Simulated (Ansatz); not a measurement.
Consider Mo in the bcc (W type) structure (space group Im-3m, No. 229; a = 3.130 Å).

It is then changed as follows: full substitution Mo → Re; the structure is relaxed again.

Levels (all Ansatz, an electronic-structure program, PAW): PBEsol (420 eV, without spin-orbit coupling); r2SCAN (500 eV, scalar-relativistic without spin-orbit coupling).

The geometry is relaxed with PBEsol.

- PBEsol pressure: 0.0 GPa

### Question
Predict the pressure from r2SCAN.

### Answer
The pressure goes from zero to 4.0 GPa.

Single points use the geometry relaxed with PBEsol. Their cutoffs differ, which shifts pressures a little. Whether these cells are dynamically stable was not tested. For Re in this form, whether it has been made was not checked. The final runs are not spin-polarised. This is not the structure that Re has at room temperature and ambient pressure.
